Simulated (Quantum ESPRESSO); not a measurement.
Input and output of a self-consistent single point for Sb (Im-3m, 1 atom in the cell) (Quantum ESPRESSO).

Method: LDA (PZ), PSlibrary ultrasoft (LDA, semicore) pseudopotentials (plane waves; Quantum ESPRESSO 7.5).

The change in words: lattice scaled by 0.98; ecutwfc: 40 Ry → 66 Ry; ecutrho: 200 Ry → 396 Ry; pseudopotentials: {Sb: sb_lda_v1.4.uspp.F.UPF} → {Sb: Sb.pz-dn-rrkjus_psl.1.0.0.UPF}. Reference geometry:
```yaml
crystal:
  lattice:
    - [-1.86198, 1.86198, 1.86198]
    - [1.86198, -1.86198, 1.86198]
    - [1.86198, 1.86198, -1.86198]
  atoms:
    - { symbol: Sb, position: [0.00000, 0.00000, 0.00000] }
```

Reference input (self-consistent single point, DFT, LDA (PZ), plane waves, GBRV 1.5 ultrasoft (LDA) pseudopotentials): ecutwfc = 40 Ry; ecutrho = 200 Ry; occupations = smearing; smearing = gaussian; degauss = 0.0073499 Ry; potentials = {Sb: sb_lda_v1.4.uspp.F.UPF}; K_POINTS = automatic 10 10 10 0 0 0; conv_thr = 1e-10 Ry. This run's input differs from it in these lines:

```diff
@@ -12,4 +12,4 @@
    ntyp = 1
-   ecutwfc = 40
-   ecutrho = 200
+   ecutwfc = 66
+   ecutrho = 396
    occupations = 'smearing'
@@ -22,7 +22,7 @@
 ATOMIC_SPECIES
-Sb   121.7600  sb_lda_v1.4.uspp.F.UPF
+Sb   121.7600  Sb.pz-dn-rrkjus_psl.1.0.0.UPF
 CELL_PARAMETERS angstrom
-  -1.8619830000     1.8619830000     1.8619830000
-   1.8619830000    -1.8619830000     1.8619830000
-   1.8619830000     1.8619830000    -1.8619830000
+  -1.8247430000     1.8247430000     1.8247430000
+   1.8247430000    -1.8247430000     1.8247430000
+   1.8247430000     1.8247430000    -1.8247430000
 ATOMIC_POSITIONS angstrom
```

The program printed (abridged):

```
     Self-consistent Calculation

     iteration #  1     ecut=    66.00 Ry     beta= 0.70

     Threshold (ethr) on eigenvalues was too large:
     Diagonalizing with lowered threshold

     total energy              =    -188.14053128 Ry
     estimated scf accuracy    <       0.00180927 Ry

     iteration #  2     ecut=    66.00 Ry     beta= 0.70

     total energy              =    -188.14071751 Ry
     estimated scf accuracy    <       0.00013269 Ry

     iteration #  3     ecut=    66.00 Ry     beta= 0.70

     total energy              =    -188.14074753 Ry
     estimated scf accuracy    <       0.00001050 Ry

   [... 3 blocks of this kind left out ...]

     iteration #  7     ecut=    66.00 Ry     beta= 0.70

     total energy              =    -188.14074889 Ry
     estimated scf accuracy    <          1.5E-10 Ry

     iteration #  8     ecut=    66.00 Ry     beta= 0.70
     End of self-consistent calculation

     the Fermi energy is    13.2668 ev

!    total energy              =    -188.14074889 Ry
     estimated scf accuracy    <          7.2E-12 Ry
     smearing contrib. (-TS)   =      -0.00047448 Ry
     internal energy E=F+TS    =    -188.14027442 Ry

     convergence has been achieved in   8 iterations

     Forces acting on atoms (cartesian axes, Ry/au):

     atom    1 type  1   force =     0.00000000    0.00000000    0.00000000

     Total force =     0.000000     Total SCF correction =     0.000000

          total   stress  (Ry/bohr**3)                   (kbar)     P=       35.03
   0.00023811  -0.00000000  -0.00000000           35.03       -0.00       -0.00
  -0.00000000   0.00023811  -0.00000000           -0.00       35.03       -0.00
  -0.00000000  -0.00000000   0.00023811           -0.00       -0.00       35.03

   JOB DONE.
```

The run converged in 8 iterations. Against the reference run the pressure goes from -0.08 to 3.50 GPa.

The starting cell comes from a database of computed structures (which also holds hypothetical and non-ambient phases and stackings), without a prior relaxation at this level. Its lattice was rescaled by up to half a per cent. For this run, on top of that: lattice scaled by 0.98.
